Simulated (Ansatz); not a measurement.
Functionals compared on the (0001) surface of alpha quartz in its 1x1 cell (cut with top plane Si, bottom plane Si), relaxed from an ideal cut (the real face may reconstruct), outermost plane spacing 0.71 Å in the ideal cut (one of several cuts of this face), with 1 Si a cell over the bulk's ratio, in Ansatz (plane waves, PAW). The structure was relaxed with PBE; the other rows are single points on it. Cutoff 420 eV (500 eV for r2SCAN). HSE06 used the coarser mesh 4x4x1.

Set-up: 19 atoms, O12Si7, 11.0 Å thick at the start; mesh 6x6x1; 0.025 eV smearing; dipole correction on; all atoms relaxed; symmetry of the start imposed; no spin, no spin-orbit, no U. These notes are the PBE run's.

| functional | gap of the slab on its k-mesh (eV) | highest filled level below the top vacuum level (eV) | rough cost of the single point |
|---|---|---|---|
| PBE | 3.44 | 6.53 | – |
| LDA | 3.35 | 6.66 | roughly 50 core-seconds |
| PBEsol | 3.41 | 6.51 | about 50 core-seconds (a rough figure) |
| RPBE | 3.47 | 6.48 | about 50 core-seconds (a rough figure) |
| r2SCAN | 3.71 | 6.78 | around 90 core-seconds (rough) |

Ansatz is a quantum-chemistry and plane-wave program.
